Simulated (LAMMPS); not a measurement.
System: Cu (fcc), 256 atoms, at 810 K and 5 GPa, heated as the crystal.

Level of theory: MD with a machine-learned potential, pair style snap, file Cu_Zuo_JPCA2020.snap; code LAMMPS.

Question: Give g(r) against r (Å) as the simulation yields it.

Answer: State found: crystal; no diffusion seen in 15 ps.
| r (Å) | g(r) |
|---|---|
| 2.060 | 0.000 |
| 2.100 | 0.003 |
| 2.140 | 0.016 |
| 2.180 | 0.026 |
| 2.220 | 0.143 |
| 2.260 | 0.410 |
| 2.300 | 0.801 |
| 2.340 | 1.59 |
| 2.380 | 2.48 |
| 2.420 | 3.32 |
| 2.460 | 4.15 |
| 2.500 | 4.83 |
| 2.540 | 4.77 |
| 2.580 | 4.59 |
| 2.620 | 4.01 |
| 2.660 | 3.64 |
| 2.700 | 2.64 |
| 2.740 | 1.97 |
| 2.780 | 1.47 |
| 2.820 | 1.01 |
| 2.860 | 0.632 |
| 2.900 | 0.380 |
| 2.940 | 0.209 |
| 2.980 | 0.140 |
| 3.020 | 0.079 |
| 3.060 | 0.046 |
| 3.100 | 0.036 |
| 3.140 | 0.039 |
| 3.180 | 0.051 |
| 3.220 | 0.066 |
| 3.260 | 0.121 |
| 3.300 | 0.193 |
| 3.340 | 0.250 |
| 3.380 | 0.334 |
| 3.420 | 0.506 |
| 3.460 | 0.710 |
| 3.500 | 0.755 |
| 3.540 | 0.895 |
| 3.580 | 1.00 |
| 3.620 | 0.928 |
| 3.660 | 1.00 |
| 3.700 | 0.880 |
| 3.740 | 0.802 |
| 3.780 | 0.639 |
| 3.820 | 0.509 |
| 3.860 | 0.393 |
| 3.900 | 0.306 |
| 3.940 | 0.227 |
| 3.980 | 0.166 |
| 4.020 | 0.190 |
| 4.060 | 0.245 |
| 4.100 | 0.382 |
| 4.140 | 0.562 |
| 4.180 | 0.854 |
| 4.220 | 1.09 |
| 4.260 | 1.57 |
| 4.300 | 1.98 |
| 4.340 | 2.37 |
| 4.380 | 2.60 |
| 4.420 | 2.78 |
| 4.460 | 2.69 |
| 4.500 | 2.61 |
| 4.540 | 2.26 |
| 4.580 | 1.90 |
| 4.620 | 1.49 |
| 4.660 | 1.21 |
| 4.700 | 0.822 |
| 4.740 | 0.629 |
| 4.780 | 0.453 |
| 4.820 | 0.412 |
| 4.860 | 0.403 |
| 4.900 | 0.504 |
| 4.940 | 0.649 |
| 4.980 | 0.741 |
| 5.020 | 0.882 |
| 5.060 | 0.937 |
| 5.100 | 1.04 |
| 5.140 | 1.03 |
| 5.180 | 0.956 |
| 5.220 | 0.899 |
| 5.260 | 0.780 |
| 5.300 | 0.707 |
| 5.340 | 0.587 |
| 5.380 | 0.530 |
| 5.420 | 0.581 |
| 5.460 | 0.644 |
| 5.500 | 0.757 |
| 5.540 | 0.894 |
| 5.580 | 1.09 |
| 5.620 | 1.30 |
| 5.660 | 1.47 |
| 5.700 | 1.51 |
| 5.740 | 1.53 |
| 5.780 | 1.46 |
| 5.820 | 1.37 |
| 5.860 | 1.24 |
| 5.900 | 1.04 |
| 5.940 | 0.835 |
| 5.980 | 0.719 |
| 6.020 | 0.578 |
| 6.060 | 0.475 |
| 6.100 | 0.450 |

Caution: a run this short can hold a crystal over, or a liquid under, the potential's own melting point, which these runs don't give.
